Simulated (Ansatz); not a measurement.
Levels about the gap of amorphous Si24O24S24 (72 atoms in a cell of 1445 Å³, 2.10 g/cm³; zone centre alone, so wide bands show as single levels with stretches between that a denser mesh fills), at the geometry that PBE relaxed, where it gives 1.7 GPa on a denser mesh. The participation number counts the atoms over which a state spreads; weights are charges in smoothed Voronoi cells. The levels come from a single point, so bond lengths are those of that geometry. Method of the levels: r2SCAN, scalar-relativistic without spin-orbit coupling (Ansatz, an electronic-structure program). Sampling: the zone centre alone; Fermi-Dirac width 0.01 eV; collinear spin, started from moments on atoms (the moments died out). At PBE the levels at the filled edge of the gap are localised (band-tail or defect states), and the nearest spread-out levels lie 2.3 eV apart at the zone centre.

It comes from a melt-quench run on a machine-learned potential (CHGNet), relaxed afterwards by DFT. O atoms were pushed apart under 1.9 Å during the dynamics, to hinder bonds among them. The hot cell started wider than the set density and was brought back towards it in steps. It is the lowest in DFT energy of 2 quenches. It is a model cell: composition and starting density were chosen by hand, and all elements were melted together. No dispersion term was used. Its density started from a set value of 2.10 and ended at 2.10 g/cm³. The simulated quench (nominally 400 K/ps over its main leg) is rapid and tends to freeze in more defects than a deposited or slowly cooled glass has. A cell of this size samples the disorder only roughly. The volume was held where the preparation left it, at a PBE pressure of 1.7 GPa. Stress components on the final sampling reach 2.5 GPa.

```tsv
E - E(highest filled), eV	filling	spin	participation number	largest on	weight S	weight Si	weight O
-1.02	filled	dn	13.2	S, 2 neighbours	0.83	0.11	0.06
-0.91	filled	up	9.4	S, 2 neighbours	0.81	0.12	0.07
-0.91	filled	dn	9.4	S, 2 neighbours	0.81	0.12	0.07
-0.55	filled	up	4.5	S, 2 neighbours	0.86	0.11	0.03
-0.55	filled	dn	4.5	S, 2 neighbours	0.86	0.11	0.03
0.00	filled	dn	4.8	Si, 3 neighbours	0.39	0.58	0.03
0.00	filled	up	4.8	Si, 3 neighbours	0.39	0.58	0.03
1.73	empty	dn	10.0	Si, 3 neighbours	0.48	0.47	0.05
1.73	empty	up	10.0	Si, 3 neighbours	0.48	0.47	0.05
2.08	empty	dn	16.5	Si, 3 neighbours	0.46	0.45	0.09
2.08	empty	up	16.5	Si, 3 neighbours	0.46	0.45	0.09
2.25	empty	dn	7.5	S, 2 neighbours	0.74	0.20	0.06
2.25	empty	up	7.5	S, 2 neighbours	0.74	0.20	0.06
2.64	empty	dn	15.2	Si, 3 neighbours	0.51	0.42	0.07
```

Most localised among these is the filled level at -0.55 eV, on a S atom, which has 2 neighbours (S 2.11 Å, Si 2.16 Å).
